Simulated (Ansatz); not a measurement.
## A computed series for TiO2: response to strain

The parent structure is TiO$_{2}$ in the rutile structure (space group P4_2/mnm, No. 136; a = 4.643 Å, c = 2.964 Å). Axes: x, y, z lie along a, b, c of the conventional cell.

Strains are applied to the cell and any free atomic positions relax; under biaxial strain the out-of-plane vector relaxes too.

Computed with Ansatz (a program for electronic structure) PBE, spin-orbit coupling left out.

Notes on the quantities. in-plane stress: mean in-plane stress (compression positive).

```csv
variant,out-of-plane strain,shortest interatomic distance,band gap,in-plane stress
base,–,1.958 Å,1.86 eV,–
"biaxial strain −3.00 %, plane normal [001], relaxed out of plane",+2.18 %,1.937 Å,1.86 eV,+11.2 GPa
"biaxial strain −2.40 %, plane normal [001], relaxed out of plane",…,…,1.85 eV,…
"biaxial strain −1.80 %, plane normal [001], relaxed out of plane",+1.23 %,1.960 Å,1.85 eV,+6.5 GPa
"biaxial strain −1.20 %, plane normal [001], relaxed out of plane",+0.80 %,1.959 Å,1.84 eV,+4.2 GPa
"biaxial strain −0.60 %, plane normal [001], relaxed out of plane",+0.39 %,1.959 Å,1.85 eV,+2.1 GPa
```

Complete the table.


- biaxial strain −2.40 %, plane normal [001], relaxed out of plane, out-of-plane strain: +1.69 %
- biaxial strain −2.40 %, plane normal [001], relaxed out of plane, shortest interatomic distance: 1.950 Å
- biaxial strain −2.40 %, plane normal [001], relaxed out of plane, in-plane stress: +8.8 GPa

No phonon test of stability was made. All final runs are without spin polarisation.
